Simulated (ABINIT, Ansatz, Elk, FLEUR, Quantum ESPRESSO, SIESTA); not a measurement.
## One structure in several programs: Ni3Fe (Pm-3m, 4 atoms in the cell)

Self-consistent single point.

```
CELL_PARAMETERS angstrom
      3.60325     0.00000     0.00000
      0.00000     3.60325     0.00000
      0.00000     0.00000     3.60325
ATOMIC_POSITIONS crystal
  Fe 0.00000 0.00000 0.00000
  Ni 0.00000 0.50000 0.50000
  Ni 0.50000 0.00000 0.50000
  Ni 0.50000 0.50000 0.00000
```
Moments meant for the start (each program seeds them in its own way; μB, in the order of the atoms Fe Ni Ni Ni): 3.0 0.5 0.5 0.5.

All programs got the same cell, k-point mesh and kind of occupations, and the same starting moments (in Ansatz's words: kpoints.mp_grid.grid = 7 7 7; magnetization.spin_polarized = true; scf.occupations.method = fermi_dirac; scf.occupations.width = 0.0073 Ry); potentials, basis and cutoffs are each program's usual ones.

```csv
code,model,pressure (GPa),size of the net moment (μB/atom),k-points,cutoff
Elk,"PBE, all-electron FP-LAPW, Elk's shipped species files, APW+lo basis with extra local orbitals",–,1.23,20,rgkmax 7.5
FLEUR,"PBE, all-electron FLAPW (FLEUR), scalar-relativistic valence",–,1.22,20,Kmax 3.6 1/bohr
Quantum ESPRESSO,"PBE, PSlibrary PAW (PBE) pseudopotentials",-8.20,1.24,20,55 Ry
Ansatz,"PBE, PAW files",-8.35,1.23,20,default
ABINIT,"PBE, norm-conserving pseudopotentials (PseudoDojo nc-sr-05 PBE standard)",-7.97,1.25,20,49 Ha
SIESTA,"GGA PBE, numerical atomic orbitals TZP, PseudoDojo PBE standard norm-conserving potentials (rewritten from UPF to PSML)",-10.07,1.25,172,grid 400 Ry
```

A dash marks a value that a program does not give, or that is left out as unsure.

The spread over the programs that give each value: pressure within 2.10 GPa; size of the net moment within 0.03 μB/atom.

The starting cell has typed, rounded lattice constants, without a prior relaxation at this level. Its lattice was rescaled by a random factor within 2.5 % of one. On Ansatz's run: The magnetic order is the one reached from the typed start; others were not searched systematically. In the base run, with a pressure of about -8 GPa the cell is away from its equilibrium volume at this level.

Task: Why do the programs differ, and what cannot be compared?

Result: Differences of this kind can come from the potentials, where these differ, and from what each basis and cutoff leave unconverged. The valence holds different numbers of electrons (FLEUR 64, Quantum ESPRESSO 38, Ansatz (a program for electronic structure) 70, ABINIT 70, SIESTA 70). The zero of total energies and Fermi levels follows the potentials and each program's conventions, so they are not compared here. SIESTA uses small atom-centred bases, whose incompleteness enters pressures, forces and empty levels differently from a plane-wave cutoff. Elk and FLEUR treat all electrons, but the usual bases taken here (sphere radii, linearisation, local orbitals, empty states) were not tested for convergence, so the values are no reference for the others. Ansatz's pressure is given at a fixed set of plane waves, as the other plane-wave codes print theirs; with its correction for the finite basis it is -8.23 GPa. Ansatz's smearing width was typed in Ry to four decimals, so it matches the others to a few per cent. Site moments depend on each program's spheres or projections; the total moment of the cell does not. The programs reduce the same mesh by symmetry to different extents, which changes the work and not the result. In the pressure, SIESTA (by 1.87) lies more than 1 GPa from the median of the plane-wave programs.

Left out of this page: GPAW (failed or unconverged).

Keys are those of Ansatz 0.2.
